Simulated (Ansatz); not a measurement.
Effect of biaxial strain −2.08 %, plane normal [111], relaxed out of plane on MgO

Base system: MgO in the rock salt structure (space group Fm-3m, No. 225; a = 4.2044 Å). Axes: x, y, z lie along the cube axes.

Now apply this change: compressive biaxial strain of 2.08 % in the plane normal to [111], as in epitaxy on a mismatched substrate; the out-of-plane cell vector and the atoms relax.

Level of theory: r2SCAN (Ansatz, a first-principles code, PAW, no spin-orbit coupling). k-mesh 13×13×13 (Γ-centred); smearing 0.05 eV (Fermi–Dirac).

The volume per atom falls by 0.32 Å³, from 9.29 Å³ to 8.97 Å³ and the space group goes from Fm-3m (No. 225) to R-3m (No. 166). The energy rises by 11 meV/atom and the pressure (mean of the normal stresses, compression positive) goes from zero to 6.31 GPa. The band gap goes up by 0.274 eV, from 5.68 eV to 5.96 eV and the gap character is still direct at Γ. The electron mass goes from 0.36 mₑ (at Γ) to 0.36 mₑ out of plane, 0.38 mₑ in plane (at Γ) and the valence-band top at Γ (three highest levels, from the VBM) goes from 0.00, 0.00, 0.00 eV to 0.00, 0.00, -0.23 eV. The out-of-plane strain amounts to +0.69 % and the ratio −ε⊥/ε∥ amounts to 0.33. The mean in-plane stress (compression positive) is +9.5 GPa.

Final structure (turned so that z lies along the plane normal):

```xyz
2
Lattice="2.9111 0.0000 0.0000 1.4556 2.5211 0.0000 1.4556 -0.8404 2.4442" Properties=species:S:1:pos:R:3 pbc="T T T"
Mg     0.0000     0.0000     0.0000
O      1.4556     0.8404     1.2221
```

Effective masses come from finite differences of ±0.01 Å⁻¹. Stability against distortions was not tested. Labels are those of the standard path for the cell's own space group.
